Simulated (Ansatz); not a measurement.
The structure below was relaxed with Ansatz (a first-principles code) r2SCAN, spin-orbit coupling left out.

```
ZrC2
1.0
    0.00000     2.67239     2.67239
    2.67239     0.00000     2.67239
    2.67239     2.67239     0.00000
Zr C
1 2
Cartesian
  0.00000   0.00000   0.00000
  1.33619   1.33619   1.33619
  4.00858   4.00858   4.00858
```

Find the space group and the Wyckoff positions.

Space group Fm-3m (No. 225); a = 5.345 Å, b = 5.345 Å, c = 5.345 Å, α = 90.00°, β = 90.00°, γ = 90.00°

| atom | site | symmetry | x | y | z |
|---|---|---|---|---|---|
| Zr | 4a | m-3m | 0.0000 | 0.0000 | 0.0000 |
| C | 8c | -43m | 0.2500 | 0.2500 | 0.2500 |

Stability against distortions was not tested. The final runs are not spin-polarised. The cell was made from ZrO2 by this change: O → C; the result is a hypothetical phase, not in the database extracts checked.
